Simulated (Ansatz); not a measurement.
# What biaxial strain −3.36 %, plane normal [001], relaxed out of plane does to Hf

Consider Hf in the hcp (Mg type) structure (space group P6_3/mmc, No. 194; a = 3.1983 Å, c = 5.0488 Å; relaxed with 0.1 eV smearing). Axes: x lies along a and z along c of the hexagonal cell.

Modification: biaxial strain −3.36 %, plane normal [001], relaxed out of plane (Cartesian); in-plane vectors clamped, the third vector and the atoms free.

The values are results of Kohn–Sham DFT with the r2SCAN functional, run in Ansatz (a first-principles code) with PAW and 500 eV plane waves, no spin-orbit coupling, not measurements. Γ-centred 21×21×12 mesh, Fermi–Dirac width 0.1 eV.

```json
[
 {"quantity": "volume per atom", "base": "22.36 Å³", "changed": "21.36 Å³", "shift": "-1.00 Å³"},
 {"quantity": "space group", "base": "P6_3/mmc (No. 194)", "changed": "P6_3/mmc (No. 194)", "shift": "–"},
 {"quantity": "shortest interatomic distance", "base": "3.128 Å", "changed": "3.091 Å", "shift": "-0.037 Å"},
 {"quantity": "pressure (mean of the normal stresses, compression positive)", "base": "0.0 GPa", "changed": "5.4 GPa", "shift": "+5.4 GPa"},
 {"quantity": "band gap", "base": "zero", "changed": "zero", "shift": "–"},
 {"quantity": "out-of-plane strain", "base": "–", "changed": "+2.27 %", "shift": "–"},
 {"quantity": "ratio −ε⊥/ε∥", "base": "–", "changed": "0.68", "shift": "–"}
]
```

Final structure (turned so that z lies along the plane normal):

```yaml
crystal:
  lattice:
    - [3.09083, 0.00000, 0.00000]
    - [1.54541, 2.67674, 0.00000]
    - [0.00000, 0.00000, 5.16342]
  atoms:
    - { symbol: Hf, position: [0.33333, 0.33333, 0.75000] }
    - { symbol: Hf, position: [0.66667, 0.66667, 0.25000] }
```

Stability against distortions was not tested. The final runs are not spin-polarised.
